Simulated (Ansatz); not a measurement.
Effect of pressure 4.2 GPa on BN

Start from BN in the zinc blende structure (space group F-43m, No. 216; a = 3.625 Å).

Perturbation: a hydrostatic pressure of 4.2 GPa.

Level of theory: PBE in Ansatz (plane waves to 420 eV, PAW, no SOC). k-mesh 16×16×16 (Γ-centred); smearing 0.05 eV (Fermi–Dirac).

```csv
quantity,base,changed,shift
volume per atom,5.95 Å³,5.89 Å³,-0.066 Å³
shortest interatomic distance,1.570 Å,1.564 Å,-0.006 Å
enthalpy H = E + PV relative to the base's energy,–,+0.16 eV/atom,–
band gap,4.46 eV,4.48 eV,+0.012 eV
gap character,"indirect, Γ → X","indirect, Γ → X",–
width of the top valence band,6.45 eV,6.52 eV,+0.077 eV
electron mass,"0.91 mₑ along k, 0.30 mₑ across (at X)","0.91 mₑ along k, 0.30 mₑ across (at X)",–
```

Final structure:

```
BN
1.0
    0.00000     1.80567     1.80567
    1.80567     0.00000     1.80567
    1.80567     1.80567     0.00000
N B
1 1
Cartesian
  2.70850   2.70850   2.70850
  0.00000   0.00000   0.00000
```

Load acts through the strain it causes; cell and atoms are relaxed under it. Effective masses come from finite differences of ±0.01 Å⁻¹. Along k means along the line from Γ to the band edge. Stability against distortions was not tested.

Ansatz is a quantum-chemistry and plane-wave program.
